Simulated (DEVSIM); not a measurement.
System: Cr/La2O3/p-InP capacitor, at 250 K.

Layer 1 from the left is La2O3, thickness (nm) 2.10. Layer 2 from the left is InP, thickness (nm) 1500, Na (cm⁻³) 1.7e17.

Metal gate on the left, work function 4.5 eV. Fixed charge at the semiconductor interface 7.3e11 cm⁻² (in units of +e); no interface traps.

The device is made up for the run: typed textbook-type constants, with dimensions and the other settings drawn at random. Values at 300 K; Nc and Nv go as T^1.5, mobilities as T to minus their exponent, the gap by Varshni's rule with the affinity fixed.

La2O3: gap (eV) 5.8, affinity (eV) 1.8, permittivity 27. InP: gap (eV) 1.344, affinity (eV) 4.38, permittivity 12.5, Nc (cm⁻³) 5.7e17, Nv (cm⁻³) 1.1e19, Varshni α (eV/K) 0.000363, Varshni β (K) 162.

DEVSIM, 1D Poisson equation in equilibrium, Boltzmann statistics, complete ionisation; no quantum confinement or tunnelling. Metal contacts follow the ideal Schottky-Mott rule: no Fermi-level pinning, no interface dipoles.

What does the simulation give for the flat-band voltage, the minimum of the low-frequency capacitance?

flat-band voltage -1.17 V; minimum of the low-frequency capacitance 0.115 μF/cm².
